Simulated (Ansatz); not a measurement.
An Ansatz (a program for electronic structure) input (r2SCAN, PAW, 500 eV (Ansatz; without spin-orbit coupling), earlier PAW set):

Ansatz 0.2 input:
```yaml
crystal:
  lattice:
    - [4.6259910659, 0, 0]
    - [0, 4.6259910659, 0]
    - [0, 0, 3.0491697215]
  atoms:
    - { symbol: Mg, position: [0.5, 0.5, 0.5] }
    - { symbol: Mg, position: [0, 0, 0] }
    - { symbol: F, position: [0.697080193, 0.697080193, 0] }
    - { symbol: F, position: [0.302919807, 0.302919807, 0] }
    - { symbol: F, position: [0.802919807, 0.197080193, 0.5] }
    - { symbol: F, position: [0.197080193, 0.802919807, 0.5] }
basis: { ecutwfc: 500, ecutrho_ratio: 4, xc_grid: 4, fft_grid_basis: typed }
kpoints: { mp_grid: { grid: [7, 7, 11] } }
hamiltonian:
  xc: r2scan
  dispersion: none
  pseudopotentials: { azcp: { folder: ./paw }, kind: paw }
scf: { occupations: { method: fermi_dirac, width: 0.05 }, convergence: { dr2_threshold: 0.0000000006 } }
output: { forces: true, stress: true }
```

Question: Which symmetry and how many k-points will the program report, and about how many plane waves at Γ?

Answer: Space group P42/mnm (ITA 136) with 16 operations, k-points 60 of 539, and 1679 plane waves at Γ.

Whether these cells are dynamically stable was not tested. The cell is MgF2 in the rutile structure (space group P4_2/mnm, No. 136).
